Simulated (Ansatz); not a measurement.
Start from PtTe$_{2}$ (space group P-3m1, No. 164; a = 4.053 Å, c = 5.097 Å; layered; relaxed with 0.1 eV smearing). Axes: x lies along a and z along c of the hexagonal cell.

Calculations: PBE-D3(BJ)/PAW in Ansatz (a program for electronic structure), spin-orbit coupling left out.

Modification: uniaxial strain ε_zz = +2.50 %, all other strain components held at zero, atoms relaxed at fixed cell.

Task: Predict the stress tensor and what it implies for the stiffness.

Result: Stress of the strained cell less that of the base (GPa, compression positive):
```
   -1.0     0.0     0.0
    0.0    -1.0     0.0
    0.0     0.0    -1.7
```

Then −Δσ_ii/ε with ε = 0.0250 gives secant stiffness values (nonlinear terms included at this strain): C33 ≈ 67 GPa, C13 ≈ 40 GPa and C23 ≈ 40 GPa.

Stability against distortions was not tested. The final runs are not spin-polarised.
